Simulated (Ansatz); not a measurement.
The starting structures come from a database of crystals and need not be the phases stable at ambient conditions.

 Where the default PAW files enter, the runs use the earlier of Ansatz's two default sets.

Tunnelling through a barrier is set by its complex band structure: the current falls as exp(−2κd) with the smallest κ.

Data:

```
RbHO
1.0
    4.15620     0.00000     0.00000
    0.00000     4.17236     0.00000
    0.00000    -1.45568     5.77172
Rb H O
2 2 2
Direct
  0.75000   0.17334   0.28828
  0.25000   0.82666   0.71172
  0.75000   0.47785   0.92235
  0.25000   0.52215   0.07765
  0.75000   0.32904   0.76989
  0.25000   0.67096   0.23011
```

Space group of this cell: P2_1/m. The cell is taken as given.

Transport runs along the normal of the first two printed cell vectors.

No gap correction and no spin-orbit coupling; mid-gap values are interpolated between computed energies.

**Question.** Compute, with PBEsol (Ansatz, a first-principles code), the band gap and the smallest decay constant κ at mid-gap.

**Answer.** Gap 3.17 eV on a 8×8×6 mesh; κ = 0.357 1/Å, at the zone centre.
